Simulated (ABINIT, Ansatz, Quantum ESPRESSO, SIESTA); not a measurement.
GaTc (P-6m2, 2 atoms in the cell) computed with different codes at matched settings

Self-consistent single point.

```xyz
2
Lattice="2.8337 0.0000 0.0000 -1.4169 2.4541 0.0000 0.0000 0.0000 4.0404" Properties=species:S:1:pos:R:3 pbc="T T T"
Ga     1.4169     0.8180     2.0202
Tc     0.0000     1.6360     0.0000
```

Shared settings, as Ansatz (a first-principles code) writes them: kpoints.mp_grid.grid = 11 11 7; scf.occupations.method = fermi_dirac; scf.occupations.width = 0.136 eV. Potentials and cutoffs stand in the table.

```
code                                                                                                                                 model  pressure (GPa)       cutoff
----------------  ------------------------------------------------------------------------------------------------------------------------  --------------  -----------
SIESTA            LDA PW92, numerical atomic orbitals DZP, PseudoDojo LDA standard norm-conserving potentials (rewritten from UPF to PSML)            0.50  grid 400 Ry
Quantum ESPRESSO                                                    LDA (PW92), PseudoDojo standard norm-conserving (LDA) pseudopotentials           -1.61        90 Ry
ABINIT                                                                                                  LDA (PW92), PAW (JTH v2.0 LDA PAW)           -1.76        20 Ha
Ansatz                                                                                                               LDA (PW92), PAW files           -1.64      default
```

On Ansatz's run: spin polarisation is off.

The spread over the programs that give each value: pressure within 2.26 GPa.

SIESTA uses small atom-centred bases, whose incompleteness enters pressures, forces and empty levels differently from a plane-wave cutoff. Ansatz's pressure is given at a fixed set of plane waves, as the other plane-wave codes print theirs; with its correction for the finite basis it is -1.59 GPa. In the pressure, SIESTA (by 2.13) lies more than 1 GPa from the median of the plane-wave programs.

The starting cell comes from a database of computed structures (which also holds hypothetical and non-ambient phases and stackings), without a prior relaxation at this level. Its lattice was rescaled by a random factor within 2.5 % of one.

Left out of this page: Elk and FLEUR (not drawn, or without a comparable value).

Keys are those of Ansatz 0.2.
